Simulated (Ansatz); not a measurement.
System: OsTe2 (Pa-3, No. 205, 12 atoms in the cell; start COD 8104490). Method: r²SCAN (PAW; Ansatz, a first-principles code).

Run with plane-wave cutoff 560 eV, 10×10×10 k mesh, Fermi–Dirac smearing 0.05 eV, no spin polarisation, scalar-relativistic PAW data made under PBE.

Cell (relaxed at this level):

OsTe$_{2}$ is taken in the cubic space group Pa-3 (No. 205), Pearson symbol cP12. Conventional cell: a = 6.441 Å, b = 6.441 Å, c = 6.441 Å, α = 90.00°, β = 90.00°, γ = 90.00°. Os on 4a has 6 Te at 2.666 Å (octahedral). Te on 8c is surrounded by 3 Os at 2.666 Å and 1 Te at 2.836 Å (tetrahedral). (Neighbours: up to the widest gap in distance over summed covalent radii, below 1.35, at either atom; cation-cation and far metal-metal contacts left out.)

Question: Give the computed band gap and smallest direct gap on the k points sampled.

Answer: 
- band gap: 0.03 eV (under three smearing widths, so not firm)
- smallest direct gap on the k points sampled: 0.18 eV

Note: the relaxation could not lower the start's symmetry, so a distorted cell can lie lower.

Spin–orbit coupling is not included; it can close the smallest gap of 0.03 eV.

Static lattice: no zero-point or thermal effects.
